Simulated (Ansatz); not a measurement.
# Carrier properties of AgCl (Fm-3m)

Consider the following.

```
CELL_PARAMETERS angstrom
      0.00000     2.72372     2.72372
      2.72372     0.00000     2.72372
      2.72372     2.72372     0.00000
ATOMIC_POSITIONS crystal
  Ag 0.00000 0.00000 0.00000
  Cl 0.50000 0.50000 0.50000
```

All values below come from PBEsol, rigid bands (plane waves, PAW, scalar-relativistic; Ansatz, a first-principles code). How the cell was made: cell and atoms relaxed with PBEsol.

| Quantity | Value |
|---|---|
| band gap | 0.73 eV |
| electron conductivity mass (300 K, dilute) | 0.26 mₑ |
| effective density of states N_c (300 K) | 3.5e18 cm⁻³ |
| density-of-states mass, electrons | 0.27 mₑ |
| Seebeck coefficient, n-type 1e19 cm⁻³, 300 K | -140 μV/K |
| best n-type power factor at 300 K for τ = 10 fs (best axis; densities from 1e16 to 1e21 cm⁻³ tried, whether or not they can be reached) | 2.1 μW/(cm·K²) at 1e19 cm⁻³ |

Rigid bands; masses and Seebeck coefficients take one relaxation time τ for all states and one kind of carrier; polarons and phonon drag are left out. Spin-orbit coupling is left out.
